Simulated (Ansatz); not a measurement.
The starting structures come from a database of crystals and need not be the phases stable at ambient conditions.

 Where the default PAW files enter, the runs use the earlier of Ansatz's two default sets.

**Evanescent states of BaCdSbF (P4/nmm, not sure to be the ambient phase, 8 atoms a cell, 26.3 Å³ an atom) along the normal of (100)**

Calculation: r2SCAN (plane waves, PAW; Ansatz, a first-principles code).

The gap is the functional's own, uncorrected, and κ follows it; spin-orbit coupling is left out. Mid-gap values are interpolated between the computed energies.

Energies count from the valence-band top; κ is the least over a 8×4 mesh across the current.

| E (eV) | κ (1/Å) | where |
|---|---|---|
| 0.03 | 0.029 | Γ |
| 0.07 | 0.050 | Γ |
| 0.12 | (withheld) | Γ |
| 0.17 | (withheld) | Γ |
| 0.23 | (withheld) | Γ |
| 0.28 | (withheld) | Γ |
| 0.33 | (withheld) | Γ |
| 0.38 | (withheld) | Γ |
| 0.42 | (withheld) | Γ |
| 0.47 | 0.049 | Γ |
| 0.53 | 0.029 | Γ |

Problem. Complete the blanks.

Solution. 
- 0.12, κ (1/Å): 0.063
- 0.17, κ (1/Å): 0.073
- 0.23, κ (1/Å): 0.082
- 0.28, κ (1/Å): 0.088
- 0.33, κ (1/Å): 0.081
- 0.38, κ (1/Å): 0.073
- 0.42, κ (1/Å): 0.063
